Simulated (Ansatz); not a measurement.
**What biaxial strain +1.13 %, plane normal [111], relaxed out of plane does to C**

Take C in the diamond structure (space group Fd-3m, No. 227; a = 3.560 Å) as the base. Axes: x, y, z lie along the cube axes.

Now apply this change: biaxial strain +1.13 %, plane normal [111], relaxed out of plane (Cartesian); in-plane vectors clamped, the third vector and the atoms free.

Method: r2SCAN/PAW in Ansatz (a program for electronic structure), scalar-relativistic without spin-orbit coupling, earlier PAW set. k-mesh 16×16×16 (Γ-centred); smearing 0.05 eV (Fermi–Dirac).

- Volume per atom: 5.76 Å³ (base 5.64 Å³)
- Space group: R-3m (No. 166) (base Fd-3m (No. 227))
- Shortest interatomic distance: 1.541 Å (base 1.542 Å)
- Energy relative to the base (free energy F): +5.6 meV/atom
- Band gap: 4.30 eV (base 4.36 eV)
- Gap character: indirect, Γ → F–Γ (25 % along)
- Smallest direct gap: 5.71 eV (base 5.89 eV)
- Valence-band top at Γ (three highest levels, from the VBM): 0.00, -0.01, -0.01 eV (base 0.00, 0.00, 0.00 eV)
- Valley order (the lowest conduction-band minima on the path, energy above the VBM, named in the base's zone): a point along [001], about 1.3 Å⁻¹ from Γ 4.30 eV; Γ 5.71 eV (base a point along ⟨100⟩, about 1.3 Å⁻¹ from Γ 4.36 eV)
- Out-of-plane strain: -0.11 %
- Ratio −ε⊥/ε∥: 0.09
- Mean in-plane stress (compression positive): -13.8 GPa

Final structure (turned so that z lies along the plane normal):

```
C
1.0
    2.54594     0.00000     0.00000
    1.27297     2.20485     0.00000
    1.27297    -0.73495     2.05335
C
2
Direct
  0.00010   0.49995   0.49985
  0.49990   0.75005   0.25015
```

Stability against distortions was not tested. Labels are those of the standard path for the cell's own space group.
